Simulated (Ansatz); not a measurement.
Base system: ZrOs in the CsCl type structure (space group Pm-3m, No. 221; a = 3.247 Å; relaxed with 0.1 eV smearing). Axes: x, y, z lie along the cube axes.

The values are results of PBEsol in Ansatz (plane waves to 420 eV, PAW, no spin-orbit coupling), not measurements.

For the base:

| Quantity | Value |
|---|---|
| Shortest interatomic distance | 2.812 Å |

Modification: the symmetric strain tensor [0.0077 0.0016 -0.0042; 0.0016 0.0013 0.0089; -0.0042 0.0089 0.0118], atoms relaxed at fixed cell.

How does this affect the stress?

The stress (xx, yy, zz, yz, xz, xy; compression positive) is (-4.6, -3.1, -5.5, -1.6, 0.8, -0.3) GPa.

Estimate the effect on the shortest interatomic distance.

The shortest interatomic distance decreases by 0.008 Å to 2.804 Å.

Whether these cells are dynamically stable was not tested. All final runs are without spin polarisation.

Ansatz is a program for electronic structure.
